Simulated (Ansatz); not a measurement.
The starting structures come from a database of crystals and need not be the phases stable at ambient conditions.

By PBEsol, the system below comes out a metal.

The ballistic (Sharvin) conductance counts the channels at the Fermi level: G/A = (e²/h) × channels of both spins per area.

Here is the system:

```
TiTe2
1.0
    3.69692     0.00000     0.00000
    0.00000     6.38440     0.00000
    1.84846     0.00000     3.20163
Ti Te
1 2
Cartesian
  0.00000   0.00000   0.00000
  3.69692   1.73108   2.13442
  1.84846   4.65332   1.06721
```

The cell was relaxed by PBE-D3(BJ).

The current flows along the normal of the first two printed cell vectors, the (100) plane of the conventional cell. No spin-orbit coupling; the value is a mean over 0.1 eV about the Fermi level.

Give the ballistic conductance per area that Ansatz (a first-principles code) with PBEsol yields.

0.42 × 10¹⁵ S/m² for both spins.
